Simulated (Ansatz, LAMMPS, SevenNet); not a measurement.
**Lattice parameter a of CsCl-type CoAl: levels of theory against measurement**

Reference value: 2.861 Å (measured, room temperature, no zero-point or thermal correction; as tabulated in Yamada et al. (2019), arXiv:1910.09660).

```
level (code)                  value (Å)
---------------------------  ----------
EAM CoAl.eam.alloy (LAMMPS)       2.866
SevenNet-0                        2.855
LDA (Ansatz)                      2.794
PBE (Ansatz)                 (withheld)
PBE-D4 (Ansatz)                   2.822
PBEsol-D3(BJ) (Ansatz)            2.794
r²SCAN-D4 (Ansatz)           (withheld)
LC-ωPBE (Ansatz)                  2.779
Hartree–Fock (Ansatz)        (withheld)
```

Complete the blanks.


- PBE (Ansatz, a first-principles code), value (Å): 2.852
- r²SCAN-D4 (Ansatz), value (Å): 2.815
- Hartree–Fock (Ansatz), value (Å): 2.845

Differences against the reference: EAM CoAl.eam.alloy +0.17 %, SevenNet-0 -0.21 %, LDA -2.34 %, PBE -0.31 %, PBE-D4 -1.36 %, PBEsol-D3(BJ) -2.34 %, r²SCAN-D4 -1.61 %, LC-ωPBE -2.87 %, Hartree–Fock -0.56 %.

The reference is not for a static lattice or low temperature, so close values are not ranked against it. Off by more than 1.25 %, or 1.75 % on the side where a correction would as a rule narrow the miss (bounds picked here): LC-ωPBE (-2.87 %), PBEsol-D3(BJ) (-2.34 %), LDA (-2.34 %).

The measured value isn't corrected to a static lattice, so vibrations enter the comparison. A static lattice is as a rule a little smaller than the measured one. The crystal itself was run without spin with LDA, PBE, PBE-D4, PBEsol-D3(BJ), r²SCAN-D4, LC-ωPBE, Hartree–Fock; a magnetic state was not tried in these runs. LC-ωPBE: the run has no spin polarisation, so it can have missed a magnetic state. Cutoffs and k meshes differ between the levels. Ansatz's density-functional and Hartree–Fock values are scalar-relativistic unless marked +SOC, with PAW data made under PBE.

Empirical potentials (EAM CoAl.eam.alloy) are fitted to chosen data: where that held the value shown, agreement is built in, and what lay outside the fit can be far off. Machine-learned potentials (SevenNet-0) are trained on DFT data: a solid inside that data is no test of them.

Differences are worked out from the printed values.
